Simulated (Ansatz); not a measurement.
The parent structure is InAs in the zinc blende structure (space group F-43m, No. 216).

```xyz
2
Lattice="0.0000 3.0932 3.0932 3.0932 0.0000 3.0932 3.0932 3.0932 0.0000" Properties=species:S:1:pos:R:3 pbc="T T T"
As     4.6397     4.6397     4.6397
In     0.0000     0.0000     0.0000
```

Method: PBE (Ansatz, a program for electronic structure, PAW, no SOC).

Before the change:

Pressure: 0.0 GPa
Band gap: zero

The change: an isotropic linear strain of −1.49 %, atoms relaxed at fixed cell.

Problem. What happens to the energy relative to the base?

Solution. The energy rises by 9.6 meV/atom.

Problem. Estimate the effect on the pressure.

Solution. The pressure goes from zero to 2.4 GPa.

Problem. How does this affect the band gap?

Solution. The band gap is still zero.

The mesh was chosen for an insulator and is coarse for the gapless case. Stability against distortions was not tested. All final runs are without spin polarisation. The zero or small gap of InAs can change with the level of theory.
